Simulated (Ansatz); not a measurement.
The slab is Si(111) 1x1 surface, 6 top atoms, 3 bilayers, bottom bilayer H-capped and fixed, every top atom capped by H; cell 11.5 x 6.6 Å; two neighbouring H replaced by OH; about 7 Å thick over the host's atoms, 18 atoms held. Calculation: PBE-D3(BJ) (plane waves to 420 eV, PAW; Ansatz, a program for electronic structure). Sampling: 1x2x1 k points. The slab states were run without spin polarisation. Results hold for this slab, coverage and mesh. Energies are static: no zero-point or thermal part. Each state was relaxed from one prepared geometry.

End state of this step: H2O attacks the fragment of BF3 (once exchanged) and HF forms. Atoms near the product:

```csv
atom,x (Å),y (Å),z (Å)
H(29),3.815,6.633,11.013
H(44),7.673,6.638,11.019
O(46),5.887,3.522,11.159
B(a0),5.259,3.252,12.307
F(a2),4.215,2.387,12.390
F(a3),6.142,6.518,13.455
O(b0),5.652,3.900,13.462
H(b1),6.030,5.570,13.443
H(b2),5.169,3.597,14.247
```

**Question.** What energy does it take to move HF into the gas, one a cell, with the surface relaxed behind it, and what are its closest contacts before it leaves?

**Answer.** 0.42 eV. Its closest contacts to the rest of the cell: H(b1)...O(b0) 1.71 Å, H(b1)...H(b2) 2.30 Å, F(a3)...O(b0) 2.66 Å.
